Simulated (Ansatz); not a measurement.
Candidates (primitive cells; geometry: cell and atoms relaxed with PBEsol):
A. InP (F-43m), a = b = c = 4.157 Å, α = β = γ = 60.00°
B. Si (Fd-3m), a = 3.8423 Å, b = 3.8423 Å, c = 3.8423 Å, α = 60.00°, β = 60.00°, γ = 60.00°
C. CuI (P6_3mc), a = b = 4.187 Å, c = 6.898 Å, α = β = 90.00°, γ = 120.00°
D. RbBr (Fm-3m), a = b = c = 4.839 Å, α = β = γ = 60.00°
E. SrTiO$_{3}$ (Pm-3m), a = b = c = 3.891 Å, α = β = γ = 90.00°

Task: Rank these by electron conductivity mass (highest first), as PBEsol with spin-orbit coupling, rigid bands run with Ansatz (a first-principles code) gives it.

Result: E (0.65 mₑ), D (0.37 mₑ), B (0.28 mₑ), C (0.151 mₑ), A (0.056 mₑ)

Masses are for dilute carriers at 300 K, harmonic means over directions unless an axis is named.

Formula and space group known from diffraction (Crystallography Open Database), not checked to be the room-temperature form: CuI (P6_3mc), RbBr (Fm-3m).
